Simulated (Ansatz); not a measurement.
An Ansatz (an electronic-structure program) run: Ge2Sb2Te5 with a change (isotropic strain −3.09 %); r2SCAN+rVV10 in Ansatz (plane waves to 500 eV, PAW, without spin-orbit coupling).

Input:

Ansatz 0.2 input:
```yaml
crystal:
  lattice:
    - [4.0830900265, 0, 0]
    - [-2.0415450133, 3.5360596888, 0]
    - [0, 0, 17.1428192735]
  atoms:
    - { symbol: Te, position: [0, 0, 0] }
    - { symbol: Sb, position: [0.6666666667, 0.3333333333, 0.1138576217] }
    - { symbol: Sb, position: [0.3333333333, 0.6666666667, 0.8861423783] }
    - { symbol: Te, position: [0.3333333333, 0.6666666667, 0.2123461295] }
    - { symbol: Te, position: [0.6666666667, 0.3333333333, 0.7876538705] }
    - { symbol: Ge, position: [0, 0, 0.3345695391] }
    - { symbol: Ge, position: [0, 0, 0.6654304609] }
    - { symbol: Te, position: [0.6666666667, 0.3333333333, 0.4138226929] }
    - { symbol: Te, position: [0.3333333333, 0.6666666667, 0.5861773071] }
basis: { ecutwfc: 500, ecutrho_ratio: 4, xc_grid: 2, fft_grid_basis: typed }
kpoints: { mp_grid: { grid: [13, 13, 3] } }
hamiltonian:
  xc: r2scan
  dispersion: rvv10
  pseudopotentials: { kind: paw }
scf: { occupations: { method: fermi_dirac, width: 0.05 }, convergence: { dr2_threshold: 0.0000000009 } }
relax: { f_tol: 0.005, max_steps: 50 }
output: { forces: true, stress: true }
checkpoint: { write: state.ck, write_every: 1000 }
```

Output (explanatory and most iteration lines left out):

```
Relaxation: its limit of steps is 50 (relax.max_steps)
Pseudopotential: Te, paw, valence charge 16
Pseudopotential: Sb, paw, valence charge 15
Pseudopotential: Ge, paw, valence charge 14
Crystal: 9 atoms, lattice volume = 247.509 Å³
Basis set: ecut = 500 eV, 6285 PW (Γ), exchange–correlation on 60×60×256 points (8 copies of the dense FFT grid, shifted against one another)
Bands: 83, of which v1, the nominal top of the filled ones, is band 69 counted from 1 (68 counted from 0)
Symmetry: 12 space group operations
Space group: P-3m1 (ITA 164), of the structure as read, at distance tolerance 6.3e-5 Å
k-points: 56 of 507
Functional: x = r2scan, c = r2scan + rvv10(b = 11.95, C = 0.0093); τ floored in thin density (d = 2e-4 eV/Å³)
SCF iter   1: F=—  HF=-56561.962164 eV  |F-HF|=—  |Δ(HF+E_count)|=         —  Δρ=4.81e-3  dr2=3.27e-1  dr2_τ=7.56e-3  ethr=1.77e-3  ⟨swp⟩=6.3  Hψ=17810  notcnv=0  defer=48
SCF iter   2: F=—  HF=-56562.032610 eV  |F-HF|=—  |Δ(HF+E_count)|=   7.04e-2  Δρ=2.88e-3  dr2=1.93e-1  dr2_τ=1.87e-4  ethr=2.37e-4  ⟨swp⟩=2.0  Hψ=7875  notcnv=0  defer=189
SCF 1 converged in 12 iterations: F = -56562.021045 eV  dr2 = 6.49e-10
relax step   1: F+E_penalty+E_count = -56562.02104526 eV  Δ(F+E_penalty+E_count) = +0.000e0 eV  max|allowed force component| = 7.010e-1 eV/Å  Δτ_max = 0.0000 Å  (12 SCF iters, accepted)
Crystal: 9 atoms, lattice volume = 247.509 Å³
SCF iter   1: F=—  HF=-56561.290300 eV  |F-HF|=—  |Δ(HF+E_count)|=         —  Δρ=6.29e-3  dr2=1.15e-1  dr2_τ=1.15e0  ethr=8.11e-5  ⟨swp⟩=1.9  Hψ=18803  notcnv=0  defer=103
SCF iter   2: F=—  HF=-56562.091108 eV  |F-HF|=—  |Δ(HF+E_count)|=   8.01e-1  Δρ=4.12e-3  dr2=9.50e-2  dr2_τ=4.84e-4  ethr=8.11e-5  ⟨swp⟩=3.1  Hψ=10291  notcnv=0  defer=105
SCF 2 converged in 13 iterations: F = -56562.092505 eV  dr2 = 2.22e-10
relax step   2: F+E_penalty+E_count = -56562.09250503 eV  Δ(F+E_penalty+E_count) = -7.146e-2 eV  max|allowed force component| = 5.033e-1 eV/Å  Δτ_max = 0.1945 Å  (13 SCF iters, accepted)
Crystal: 9 atoms, lattice volume = 247.509 Å³
SCF iter   1: F=—  HF=-56562.065167 eV  |F-HF|=—  |Δ(HF+E_count)|=         —  Δρ=1.86e-3  dr2=5.86e-2  dr2_τ=1.01e-1  ethr=5.67e-5  ⟨swp⟩=5.2  Hψ=11390  notcnv=0  defer=214
SCF iter   2: F=—  HF=-56562.161899 eV  |F-HF|=—  |Δ(HF+E_count)|=   9.67e-2  Δρ=1.45e-3  dr2=5.01e-2  dr2_τ=4.63e-5  ethr=4.25e-5  ⟨swp⟩=2.0  Hψ=7053  notcnv=0  defer=213
SCF 3 converged in 12 iterations: F = -56562.158749 eV  dr2 = 7.00e-10
relax step   3: F+E_penalty+E_count = -56562.15874861 eV  Δ(F+E_penalty+E_count) = -6.624e-2 eV  max|allowed force component| = 6.969e-2 eV/Å  Δτ_max = 0.0447 Å  (12 SCF iters, accepted)
Crystal: 9 atoms, lattice volume = 247.509 Å³
SCF iter   1: F=—  HF=-56562.149104 eV  |F-HF|=—  |Δ(HF+E_count)|=         —  Δρ=7.04e-4  dr2=1.31e-3  dr2_τ=1.41e-2  ethr=8.40e-5  ⟨swp⟩=3.5  Hψ=8233  notcnv=0  defer=205
SCF iter   2: F=—  HF=-56562.159765 eV  |F-HF|=—  |Δ(HF+E_count)|=   1.07e-2  Δρ=4.50e-4  dr2=4.33e-4  dr2_τ=5.63e-6  ethr=9.49e-7  ⟨swp⟩=2.0  Hψ=6845  notcnv=0  defer=205
SCF 4 converged in 10 iterations: F = -56562.159974 eV  dr2 = 6.85e-11
relax step   4: F+E_penalty+E_count = -56562.15997369 eV  Δ(F+E_penalty+E_count) = -1.225e-3 eV  max|allowed force component| = 1.633e-2 eV/Å  Δτ_max = 0.0204 Å  (10 SCF iters, accepted)
Crystal: 9 atoms, lattice volume = 247.509 Å³
SCF iter   1: F=—  HF=-56562.158884 eV  |F-HF|=—  |Δ(HF+E_count)|=         —  Δρ=2.31e-4  dr2=1.40e-4  dr2_τ=1.34e-3  ethr=9.61e-7  ⟨swp⟩=3.0  Hψ=9245  notcnv=0  defer=206
SCF iter   2: F=—  HF=-56562.159989 eV  |F-HF|=—  |Δ(HF+E_count)|=   1.11e-3  Δρ=1.47e-4  dr2=3.21e-5  dr2_τ=6.18e-7  ethr=1.01e-7  ⟨swp⟩=2.0  Hψ=7961  notcnv=0  defer=206
SCF 5 converged in 9 iterations: F = -56562.160109 eV  dr2 = 4.15e-10
relax step   5: F+E_penalty+E_count = -56562.16010922 eV  Δ(F+E_penalty+E_count) = -1.355e-4 eV  max|allowed force component| = 2.831e-3 eV/Å  Δτ_max = 0.0067 Å  (9 SCF iters, accepted)
[...]
SCF iter   1: F=—  HF=-56562.160109 eV  |F-HF|=—  |Δ(HF+E_count)|=         —  Δρ=1.38e-7  dr2=4.15e-10  dr2_τ=1.28e-12  ethr=1.00e-12  ⟨swp⟩=2.4  Hψ=17181  notcnv=0  defer=185
SCF iter   2: F=-56562.160109 eV  HF=-56562.160109 eV  |F-HF|=2.55e-10  |Δ(HF+E_count)|=    0.00e0  Δρ=9.74e-8  dr2=2.81e-10  dr2_τ=2.42e-13  ethr=1.00e-12  ⟨swp⟩=3.0  Hψ=10703  notcnv=0
SCF 6 converged in 2 iterations: F = -56562.160109 eV  dr2 = 2.81e-10
SCF converged after 2 iterations
Free energy (F): -56562.160109 eV
Internal energy: -56562.150115 eV  (E = F + TS)
E sigma→0 (E₀):  -56562.155112 eV
Entropy (-TS):   -0.009994 eV (-1.110 meV/atom)
Fermi energy:    10.876431 eV
--- Forces (eV/Å), atoms counted from 1 ---
  atom   1  Te     0.00000000     0.00000000     0.00000000
  atom   2  Sb     0.00000000    -0.00000000    -0.00159006
  atom   3  Sb     0.00000000     0.00000000     0.00159006
  atom   4  Te     0.00000000    -0.00000000     0.00120213
  atom   5  Te    -0.00000000     0.00000000    -0.00120213
  atom   6  Ge     0.00000000    -0.00000000     0.00051549
  atom   7  Ge     0.00000000     0.00000000    -0.00051549
  atom   8  Te     0.00000000     0.00000000    -0.00283266
  atom   9  Te    -0.00000000     0.00000000     0.00283266
--- Stress (GPa, compression-positive) ---
        4.551149      -0.000000       0.000000
        0.000000       4.551149      -0.000000
        0.000000      -0.000000       3.537543
  P = ⅓ Tr σ = 4.2133 GPa (42.133 kbar)
--- Relaxed structure (5 steps of the walk, 5 accepted, 0 SCFs on fresh bases) ---
  atoms:
    - { symbol: Te, position: [-1.0014276770969274e-34, -1.649092040376109e-34, 0.0] }
    - { symbol: Sb, position: [0.6666666666666665, 0.33333333333333326, 0.11752337607565379] }
    - { symbol: Sb, position: [0.3333333333333332, 0.6666666666666666, 0.8824766239243461] }
    - { symbol: Te, position: [0.3333333333333332, 0.6666666666666666, 0.22181392487207155] }
    - { symbol: Te, position: [0.6666666666666665, 0.33333333333333326, 0.7781860751279284] }
    - { symbol: Ge, position: [-7.703719777548943e-34, -5.876690185313995e-19, 0.33835179169487883] }
    - { symbol: Ge, position: [6.2592723192585165e-34, 5.87669018531399e-19, 0.661648208305121] }
    - { symbol: Te, position: [0.6666666666666665, 0.33333333333333326, 0.42180416245147667] }
    - { symbol: Te, position: [0.3333333333333332, 0.6666666666666666, 0.5781958375485232] }
```

With Sb and Te present, leaving out spin-orbit coupling can change the band edges. Whether these cells are dynamically stable was not tested. All final runs are without spin polarisation. The cell was made from Ge$_{2}$Sb$_{2}$Te$_{5}$ (space group P-3m1, No. 164) by this change: isotropic strain −3.09 %.
